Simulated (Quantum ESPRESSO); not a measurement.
# Equation of state of zinc-blende InP (space group 216): energy against volume (Quantum ESPRESSO, PBE)

```yaml
crystal:
  lattice:
    - [0.00000, 2.88281, 2.88281]
    - [2.88281, 0.00000, 2.88281]
    - [2.88281, 2.88281, 0.00000]
  atoms:
    - { symbol: In, position: [0.00000, 0.00000, 0.00000] }
    - { symbol: P, position: [0.75000, 0.75000, 0.75000] }
```

Method: PBE, GBRV 1.5 ultrasoft (PBE) pseudopotentials (plane waves; Quantum ESPRESSO). Settings: ecutwfc = 52 Ry; ecutrho = 260 Ry; occupations = smearing; smearing = fd; degauss = 0.000734986 Ry; potentials = {In: in_pbe_v1.4.uspp.F.UPF, P: p_pbe_v1.5.uspp.F.UPF}; K_POINTS = automatic 10 10 10 0 0 0; conv_thr = 1e-10 Ry; mixing_beta = 0.5. The cell above is the first row's. The rows scale it uniformly. In all rows fractional positions and the k mesh are held. E is the free energy at the stated smearing, counted from the lowest row.

```
V (Å^3/atom)  E (meV/atom)
------------  ------------
23.958               51.35
24.479               30.65
25.000               15.75
25.520                6.02
26.041                0.94
26.562                0.00
27.083                2.76
27.604                8.84
28.125                   ?
```

Question: Using the third-order Birch-Murnaghan form, a cubic in V^(-2/3), estimate the missing E at V = 28.125 from the other rows, showing the fit.

Answer: With u = V^(-2/3) - 0.115, the rows have u = 0.005328, 0.003614, 0.001961, 0.000366, -0.001177, -0.002671, -0.004116, -0.005516. Least squares gives E = 4.445 + 4015.7·u + 885888·u² + 2414008·u³. Residuals (row less fit): -0.004, 0.008, 0.005, -0.014, -0.002, 0.007, 0.004, -0.004; standard error 0.010 (degrees of freedom: 4). Its minimum lies at u = -0.002288, so V0 = (0.112712)^(-3/2) = 26.43. There d²E/du² = 1739000 and d³E/du³ = 1.448e7, so B0 = (4/9) × 26.43^(-7/3) × 1739000 × 0.160218 = 59.5 GPa (the last factor turns the table's units into GPa), and B0' = 4 + (2/3) × 0.112712 × (1.448e7)/1739000 = 4.6. The program's pressures in the fitted runs (not shown) pass through zero at V = 26.43, 0.00 % from this V0. At the withheld row, u = -0.006872, so E = 4.445 + 4015.7 × (-0.006872) + 885888 × (-0.006872)² + 2414008 × (-0.006872)³ = 17.901 meV/atom. The calculation gives 17.85 meV/atom, 0.051 meV/atom below the prediction (0.1 % of the range of E in the table). The row lies outside the fitted rows, so this is an extrapolation. From the scatter of the fitted rows alone, a prediction at this place has a standard error of 0.023 meV/atom, so the miss is 2.2 times that.

Carrying the step between the two nearest rows on in a straight line would have given 14.92, off by 2.93; series whose last step already gives the withheld value aren't shown. The scan was laid around a cell of about the measured size, scaled by a guess for this functional. The runs keep the symmetry of the cell, so they don't test it for distortions. Cutoffs and mesh are single choices, not tested for convergence of this quantity. Series with a scatter that would blur these digits, or in which a gap closes, are not shown. Nor are scans whose minimum lies at an end fitted in this form.
